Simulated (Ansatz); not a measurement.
Spacing of the highest filled and lowest empty level at the zone centre in eight small model glasses of hand-chosen composition and density, fast-quenched (anions pushed apart in CHGNet runs), each at its PBE geometry, by PBE and by r2SCAN (Ansatz, an electronic-structure program, plane waves, PAW). The cells are the first eight to finish that balance their formal charges, show no moments and no lower geometry on charging where those were tested, and have a gap at both levels; defect levels can set the spacings.

| cell | quench by | pressure (GPa) | levels at the gap | PBE (eV) | experiment, tabulated (eV) |
|---|---|---|---|---|---|
| Si24O49Cu2 | CHGNet | 0.0 | localised at the filled edge | 2.76 | - |
| In24O37Na2 | CHGNet | 0.8 | localised at the filled edge | 0.46 | - |
| Zr20O41Ba | CHGNet | -0.7 | localised at the filled edge | 3.63 | - |
| Zr20O41Cu2 | CHGNet | -0.9 | localised at the filled edge | 2.34 | - |
| Ti20O45Nb2 | CHGNet | 4.0 | localised at the filled edge | 2.64 | - |
| Ti20O41Ag2 | CHGNet | -0.1 | localised at the filled edge | 2.34 | - |
| Hf18O38Ge | CHGNet | 0.0 | localised at the filled edge | 3.92 | - |
| In24O37Zn | CHGNet | 1.0 | localised at the filled edge | 0.45 | - |

Q: What does r2SCAN give, and how does it move these values against PBE?

A: Si24O49Cu2 3.15, In24O37Na2 0.90, Zr20O41Ba 4.09, Zr20O41Cu2 2.55, Ti20O45Nb2 2.99, Ti20O41Ag2 2.61, Hf18O38Ge 4.39, In24O37Zn 0.89 eV. It raises them by +0.22 to +0.47 eV, +0.38 eV on average. A straight line through the eight gives r2SCAN = 1.00 × PBE +0.37 eV, with a scatter of 0.09 eV.
